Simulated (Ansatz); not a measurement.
Work function of faces of fcc Rh in PBE and in r2SCAN, in Ansatz (plane waves, PAW). Symmetric slabs relaxed with PBE from ideal cuts in 1x1 cells (the lowest computed cut and spin start of each face; real faces may reconstruct in larger cells); r2SCAN values are single points on them, with the bulk at the same level. No spin-orbit coupling, no U.

```tsv
face	PBE (eV)	r2SCAN (eV)
(100)	5.06	5.07
(110)	4.55	4.50
(111)	5.14	5.13
(210)	4.56	4.52
(211)	4.87	4.85
(221)	4.82	4.78
(310)	4.71	4.69
(311)	4.83	4.82
(320)	4.55	?
```

**Question.** Fit a straight line y = a·x + b by least squares to the 8 complete rows (x: PBE (eV); y: r2SCAN (eV)).

**Answer.** the means are x̄ = 4.8175 and ȳ = 4.7950; Σ(x − x̄)² = 0.31515 and Σ(x − x̄)(y − ȳ) = 0.33890, so a = 1.075 and b = ȳ − a·x̄ = -0.386. The largest residual is 0.018.

**Question.** What does the line predict for the withheld row, (320), and what did the calculation give?

**Answer.** the line gives 4.51; the calculation gave 4.53, a miss of 0.02, of the size of the fitted rows' scatter and rounding.

Ansatz is a program for electronic structure.
